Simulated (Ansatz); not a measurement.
We consider NaF (model structure, started from the CsCl type, Pm-3m, No. 221, 2 atoms in the cell), described by r²SCAN0 in Ansatz (PAW).

Numerical settings: plane-wave cutoff 520 eV, 8×8×8 k mesh, Fermi–Dirac smearing 0.01 eV, scalar-relativistic PAW data made under PBE.

The cell is the one relaxed with PBEsol. Conventional cell: a = 2.8166 Å, b = 2.8166 Å, c = 2.8166 Å, α = 90.00°, β = 90.00°, γ = 90.00°.

```
CELL_PARAMETERS angstrom
      2.81656     0.00000     0.00000
      0.00000     2.81656     0.00000
      0.00000     0.00000     2.81656
ATOMIC_POSITIONS crystal
  Na 0.00000 0.00000 0.00000
  F  0.50000 0.50000 0.50000
```

List the 8 lowest band energies at Γ above −25 eV (eV, relative to the valence band maximum), grouping those that round alike.

At Γ: -22.15, -21.83 (×3), -0.34 (×3), 9.52.

Note: the run warned that its exchange threshold was loose for the stress; the relaxation could raise the start's symmetry but not lower it, so the cell can be a saddle point; cell and atoms aren't relaxed at this level (pressure -2.6 GPa).

A model structure was made by putting elements into a prototype or built by hand; it is no filed structure, need not be a known phase, and can be a saddle point held by its symmetry.

Ansatz is a quantum-chemistry and plane-wave program.
